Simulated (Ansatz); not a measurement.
System: cubic perovskite SrVO3. Method: revPBE in Ansatz (plane waves, PAW).

Run with plane-wave cutoff 520 eV, 14×14×14 k mesh, Fermi–Dirac smearing 0.05 eV, no spin polarisation, scalar-relativistic PAW data made under PBE.

Computed at the level's own relaxed cell.

Q: Predict the volume per atom, bulk modulus, lattice parameter a and pressure derivative B′ of the bulk modulus.

A: 
* **volume per atom**: 11.72 Å³/atom
* **bulk modulus**: 170 GPa
* **lattice parameter a**: 3.884 Å
* **pressure derivative B′ of the bulk modulus**: 4.5

The run finds no gap.

Measured, for comparison: equilibrium volume per atom 11.34 Å³/atom, lattice constant a 3.842 Å (temperature not stated, not corrected to a static lattice; as tabulated in Marks et al. (2021), arXiv:2103.05797). Computed (rounded) less measured: equilibrium volume per atom +3.4 %, lattice constant a +1.1 %.

Computed values are for the static lattice.

It cost about 2.8 core-minutes (a rough figure) of CPU time.

Ansatz is a first-principles code.
